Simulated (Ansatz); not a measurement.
Consider KI in the CsCl type structure (space group Pm-3m, No. 221; a = 4.292 Å; a model cell, its experimental status unchecked). Axes: x, y, z lie along the cube axes.

Calculations: r2SCAN (Ansatz, a first-principles code), spin-orbit coupling left out.

A first run, uniaxial strain ε_yy = −0.91 %, gives secant values C11 ≈ 37 GPa and C12 ≈ 4.0 GPa from its stress. A second run applies biaxial strain −2.41 %, plane normal [001], relaxed out of plane.

**Question.** What does linear elasticity predict for −ε⊥/ε∥ in the second run, and what does the run give?

**Answer.** Linear elasticity: 2 C12/C11 = 0.22. The run gives 0.26; any difference comes from nonlinear terms at these strains and numerical noise.

Stability against distortions was not tested. This is not the structure that KI has at room temperature and ambient pressure.
